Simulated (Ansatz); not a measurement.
```
SnS2
1.0
    3.62603     0.00000     0.00000
   -1.81302     3.14024     0.00000
    0.00000     0.00000     5.77025
Sn S
1 2
Direct
  0.00000   0.00000   0.00000
  0.33333   0.66667   0.25640
  0.66667   0.33333   0.74360
```

No spin polarisation.

Computed with PBEsol-D3(BJ) (Ansatz, an electronic-structure program, PAW, scalar-relativistic without spin-orbit coupling). Γ-centred 11×11×6 mesh, Fermi–Dirac width 0.05 eV.

Question: What band gap does the calculation give?

Answer: 1.18 eV.

Question: Estimate the stress (xx, yy, zz, yz, xz, xy; compression positive).

Answer: (-0.58, -0.58, -1.19, 0.00, 0.00, 0.00) GPa.

The cells carry an imposed strain or load. Whether these cells are dynamically stable was not tested. The cell was made from SnS₂ in the CdI2 type structure (space group P-3m1, No. 164; layered, stacked along the Cartesian z axis) by this change: uniaxial strain ε_zz = +3.53 %.
